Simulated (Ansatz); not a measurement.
Start from ZrC in the rock salt structure (space group Fm-3m, No. 225; a = 4.669 Å; relaxed with 0.1 eV smearing). Axes: x, y, z lie along the cube axes.

All numbers come from plane-wave PAW DFT at the PBEsol level (Ansatz, an electronic-structure program, 420 eV), no SOC.

Now apply this change: the cell is compressed by 1.50 % along z with no lateral relaxation, atoms relaxed at fixed cell.

Question: Predict the stress tensor and what it implies for the stiffness.

Answer: Stress of the strained cell less that of the base (GPa, compression positive):
```
    1.6     0.0     0.0
    0.0     1.6     0.0
    0.0     0.0     8.1
```

Then −Δσ_ii/ε with ε = -0.0150 gives secant stiffness values (nonlinear terms included at this strain): C33 ≈ 538 GPa, C13 ≈ 109 GPa and C23 ≈ 109 GPa.

As a check, the harmonic strain energy −½ V₀ Δσ:ε is 4.8 meV/atom; the computed energy rise is 4.7 meV/atom.

No phonon test of stability was made. The final runs are not spin-polarised.
